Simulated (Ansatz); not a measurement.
The starting structures come from a database of crystals and need not be the phases stable at ambient conditions.

Input:

```
CdCO3
1.0
    6.14513     0.00000     0.00000
    2.15419     7.59255     0.00000
   -1.99547     3.79627     2.47612
Cd C O
2 2 6
Cartesian
  0.00000   0.00000   0.00000
  5.22676   7.59255   2.47612
  2.69274   9.49069   2.47612
  1.61565   5.69441   2.47612
  3.21283   8.50126   1.83077
  3.09103   2.88757   0.64536
  4.68821   5.69441   1.29071
  1.61565   5.69441   1.18541
  0.01847   2.88757   1.83077
  6.28539   8.50126   0.64536
```

Space group of this cell: R-3c. The cell is taken as given; by r2SCAN its mean pressure is -1.3 GPa.

Transport runs along the normal of the first two printed cell vectors, the (110) plane of the conventional cell.

No gap correction and no spin-orbit coupling; mid-gap values are interpolated between computed energies.

Question: Give the band gap and the smallest decay constant κ at mid-gap that r2SCAN (Ansatz, a quantum-chemistry and plane-wave program) yields.

Answer: Gap 3.45 eV on a 12×12×12 mesh; κ = 0.365 1/Å, at the zone centre.
